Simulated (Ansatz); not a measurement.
We consider IrCl₃ (C2/m, No. 12; cell taken from a computed entry), described by PBEsol (Ansatz, a quantum-chemistry and plane-wave program, PAW).

Numerical settings: plane-wave cutoff 500 eV, 8×8×8 k mesh, gaussian smearing 0.02 eV, no spin polarisation, scalar-relativistic PAW data made under PBE.

Cell (relaxed at this level):

```cif
data_Cl12Ir4
_chemical_formula_sum 'Ir4 Cl12'
_space_group_name_H-M_alt 'C2/m'
_space_group_IT_number 12
_space_group_name_Hall '-C 2y'
_cell_length_a 6.04087
_cell_length_b 10.46357
_cell_length_c 6.29864
_cell_angle_alpha 90.000
_cell_angle_beta 106.984
_cell_angle_gamma 90.000
loop_
_atom_site_label
_atom_site_type_symbol
_atom_site_symmetry_multiplicity
_atom_site_Wyckoff_symbol
_atom_site_fract_x
_atom_site_fract_y
_atom_site_fract_z
_atom_site_occupancy
Ir1 Ir 4 g 0.00000 0.16666 0.00000 1
Cl1 Cl 8 j 0.24057 0.32388 0.21170 1
Cl2 Cl 4 i 0.21220 0.00000 0.21187 1
```
(The calculation used a cell of 8 atoms; values per cell refer to that cell.)

Task: What does this level give for the band gap?

Result: 
- band gap = 1.84 eV (on the SCF k mesh)

Note: the cell comes from a level without a dispersion term, which matters for the spacing of layers, chains or molecules; the relaxation could not lower the start's symmetry, so the cell can be a saddle point above a distorted one; the cell has widely spaced layers and the level no dispersion term, so their spacing and the moduli can rest on weak binding.

Spin–orbit coupling is not included.

Computed values are for the static lattice.
